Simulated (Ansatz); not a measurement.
The parent structure is BN in the zinc blende structure (space group F-43m, No. 216; a = 3.6097 Å).

Level of theory: r2SCAN, PAW, 500 eV (Ansatz, a first-principles code; no SOC).

For the base:

The volume per atom is 5.88 Å³ and the electron mass is 0.87 mₑ along k, 0.29 mₑ across (at X). The gap character comes out as indirect, Γ → X and the width of the top valence band is 6.70 eV.

The change: every N is replaced by F, then cell and atoms are relaxed.

Question: Predict the new volume per atom, electron mass, gap character and width of the top valence band.

Answer: The volume per atom rises by 9.70 Å³ to 15.58 Å³; the electron mass changes from 0.87 mₑ along k, 0.29 mₑ across (at X) to 0.61 mₑ along k, 0.74 mₑ across (at X); the gap character goes from indirect, Γ → X to indirect, W → X; the width of the top valence band falls by 2.35 eV, from 6.70 eV to 4.35 eV.

Masses are band curvatures over ±0.01 Å⁻¹ around the edge. Along k means along the line from Γ to the band edge. Stability against distortions was not tested. As relaxed here, BF is a hypothetical phase, not in the database extracts checked.
